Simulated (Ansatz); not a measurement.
We consider antifluorite K2S, described by HSE06 (Ansatz, a program for electronic structure, PAW).

Settings: plane-wave cutoff 460 eV, 6×6×6 k mesh, Fermi–Dirac smearing 0.01 eV, scalar-relativistic PAW data made under PBE.

Equation-of-state points:

```
V (Å³/atom)  E − E_lowest (meV/atom)
-----------  -----------------------
32.351                          5.86
33.073                          1.90
34.054                          0.00
34.905                          1.19
35.756                          4.66
```

Question: Fit the third-order Birch–Murnaghan equation and give B0 and B′.

Answer: V0 = 34.074 Å³/atom, B0 = 19.6 GPa, B′ = 4.4 (fit to the energies at full precision).

Measured, for comparison: equilibrium volume per atom 33.65 Å³/atom (temperature not stated, not corrected to a static lattice; as tabulated in Syrotyuk et al. (2015), arXiv:1510.06546). Computed (rounded) less measured: equilibrium volume per atom +1.2 %.

Static lattice: no zero-point or thermal effects.

The result took very roughly 14 core-minutes.
